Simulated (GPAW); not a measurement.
# Pressure against volume in rutile-structure PbO2 (space group 136) (GPAW, PBE)

```
PbO2
1.0
    4.87181     0.00000     0.00000
    0.00000     4.87181     0.00000
    0.00000     0.00000     3.32972
Pb O
2 4
Direct
  0.00000   0.00000   0.00000
  0.50000   0.50000   0.50000
  0.30700   0.30700   0.00000
  0.80700   0.19300   0.50000
  0.19300   0.80700   0.50000
  0.69300   0.69300   0.00000
```

Level of theory: PBE, GPAW PAW datasets PBE (gpaw-data 1.0.1) (plane waves; GPAW). Settings: mode = pw; ecut = 1040 eV; xc = PBE; kpts = 7 7 10; mesh shift (steps) = 0 0 0; occupations.name = fermi-dirac; occupations.width = 0.05 eV; nbands = -12; symmetry.symmorphic = false; symmetry.tolerance = 0.0005; maxiter = 150. The cell above is the first row's. The rows scale it uniformly. In all rows fractional positions and the k mesh are held.

```
V (Å^3/atom)  P (GPa)
------------  -------
13.172          17.21
13.458          12.91
13.744           9.09
14.031           5.73
14.317           2.75
14.603           0.09
14.890          -2.16
15.176          -4.25
15.462              ?
```

Task: Fit P against V with a cubic, and predict the withheld value at V = 15.462.

Result: With u = V - 14.2, the rows have u = -1.0280, -0.7420, -0.4560, -0.1690, 0.1170, 0.4030, 0.6900, 0.9760. Least squares gives P = 3.915 - 10.2637·u + 2.2671·u² - 0.3203·u³. Residuals (row less fit): 0.000, 0.000, -0.007, 0.014, 0.005, -0.036, 0.033, -0.009; standard error 0.026 (degrees of freedom: 4). The fitted pressure is zero at V0 = 14.62, where dP/dV = -8.537, so B0 = -V0·dP/dV = 125 GPa. At the withheld row, u = 1.2620, so P = 3.915 - 10.2637 × 1.2620 + 2.2671 × 1.2620² - 0.3203 × 1.2620³ = -6.071 GPa. The calculation gives -6.00 GPa, 0.071 GPa above the prediction (0.3 % of the range of P in the table). The row lies outside the fitted rows, so this is an extrapolation. From the scatter of the fitted rows alone, a prediction at this place has a standard error of 0.070 GPa, so the miss is 1.0 times that.

Carrying the step between the two nearest rows on in a straight line would have given -6.34, off by 0.34; series whose last step already gives the withheld value aren't shown. The scan was laid around a cell of about the measured size, scaled by a guess for this functional; axis ratios and inner coordinates come from that cell. The runs keep the symmetry of the cell, so they don't test it for distortions. Spin-orbit coupling is off. The shape of the cell and the inner coordinates aren't relaxed, so V0 and B0 belong to this uniform scaling; a relaxed crystal lies no higher in energy and is usually softer (forces reach 0.18 eV/Å in these rows). Cutoffs and mesh are single choices, not tested for convergence of this quantity. Series with a scatter that would blur these digits, or in which a gap closes, are not shown.
